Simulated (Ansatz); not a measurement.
Functionals compared on OH on the 1x1 (100) surface of monoclinic HfO2 (cut with top plane 2 O), one in a 1x1 cell, started at the site 'bridge O-O (span 5.3 Å)', in Ansatz (plane waves, PAW). The structure was relaxed with PBE; the other rows are single points on it, each with its references at the same level. Cutoff 420 eV (500 eV for r2SCAN). The points keep PBE's geometry, so the relaxation of a polaron and the settling of charge on one site are left out.

Host crystal: monoclinic HfO2, with a band gap (PBE, scalar-relativistic without spin-orbit coupling).

Set-up: 26 atoms, 9.3 Å thick at the start under the adsorbate (thin: gaps and levels are the slab's own); mesh 4x4x1; 0.01 eV smearing; dipole correction on; 12 atoms held, the rest relaxed; no symmetry held; spin-polarised, ending with about 1.0 μB a cell, a value that depends on the mesh; orders that need a larger cell were not tried, no spin-orbit, no U, no dispersion correction. The slab shows no gap over 0.04 eV on its mesh. At the end it is bonded to Hf. In PBE it is, or lies within 0.03 eV of, the lowest of the starts that converged. These notes are the PBE run's. RPBE: The program's check for a lower electronic state was not made. r2SCAN: The program's check for a lower electronic state was not made. Adsorption energies are against H2O(g) − ½ H2(g). A negative adsorption energy means that the adsorbate is more stable on the surface than in its reference.

| functional | adsorption energy (eV) | work function of the top face (eV) | rough cost of the single point |
|---|---|---|---|
| PBE | 1.39 | 6.84 | – |
| RPBE | 1.46 | 6.72 | about 12 core-minutes (a rough figure) |
| r2SCAN | (withheld) | (withheld) | about 29 core-minutes (a rough figure) |

### Question
Some entries are withheld; supply them.

### Answer

- r2SCAN, adsorption energy (eV): 1.28
- r2SCAN, work function of the top face (eV): 6.79

Ansatz is a quantum-chemistry and plane-wave program.
